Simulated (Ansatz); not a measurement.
Levels about the gap of amorphous Ti₂₀O₄₁Ca (62 atoms in a cell of 765 Å³, 3.59 g/cm³; zone centre alone, so wide bands show as single levels with stretches between that a denser mesh fills), at the geometry that PBE relaxed, where it gives 0.5 GPa on a denser mesh. Exact exchange is cut at the faces of this small cell, which leaves a finite-size error. The participation number counts the atoms over which a state spreads; weights are charges in smoothed Voronoi cells. The levels come from a single point, so bond lengths are those of that geometry. Method of the levels: HSE06, scalar-relativistic without spin-orbit coupling (Ansatz, a program for electronic structure). Sampling: the zone centre alone; Fermi-Dirac width 0.02 eV; no spin polarisation. At PBE the levels at the filled edge of the gap are localised (band-tail or defect states).

A CHGNet melt-quench gave the starting glass, which DFT then relaxed. O atoms were pushed apart under 1.9 Å during the dynamics, to hinder bonds among them. The hot cell started wider than the set density and was brought back towards it in steps. It is the lowest in DFT energy of 2 quenches. It is a model cell: composition and starting density were chosen by hand, and all elements were melted together. No dispersion term was used. Its density started from a set value of 3.59 and ended at 3.59 g/cm³. Cooling (nominally 240 K/ps over its main leg) ran many orders faster than in experiment, which tends to leave more defects and strain. A cell of this size samples the disorder only roughly. The volume was held where the preparation left it and the shape relaxed, at a PBE pressure of 0.5 GPa. Stress components on the final sampling reach 0.5 GPa.

```csv
"E - E(highest filled), eV",filling,participation number,largest on,weight O,weight Ti,weight Ca
-0.43,filled,21.5,"O, 3 neighbours",0.92,0.07,0.00
-0.38,filled,20.2,"O, 2 neighbours",0.93,0.07,0.00
-0.31,filled,16.7,"O, 2 neighbours",0.94,0.06,0.00
-0.29,filled,17.6,"O, 2 neighbours",0.93,0.07,0.00
-0.24,filled,19.8,"O, 2 neighbours",0.93,0.07,0.00
-0.19,filled,19.6,"O, 3 neighbours",0.93,0.06,0.00
0.00,filled,8.6,"O, 3 neighbours",0.94,0.06,0.00
4.27,empty,9.2,"Ti, 5 neighbours",0.18,0.82,0.00
4.32,empty,18.4,"Ti, 5 neighbours",0.20,0.80,0.00
4.35,empty,23.6,"Ti, 6 neighbours",0.19,0.81,0.00
4.43,empty,20.4,"Ti, 6 neighbours",0.18,0.82,0.00
4.47,empty,18.0,"Ti, 5 neighbours",0.18,0.82,0.00
4.50,empty,16.9,"Ti, 5 neighbours",0.19,0.81,0.00
4.52,empty,19.4,"Ti, 6 neighbours",0.18,0.82,0.00
```

Most localised among these is the filled level at +0.00 eV, on a O atom, which has 3 neighbours (Ti 1.79 Å, Ti 2.07 Å, Ca 2.37 Å).
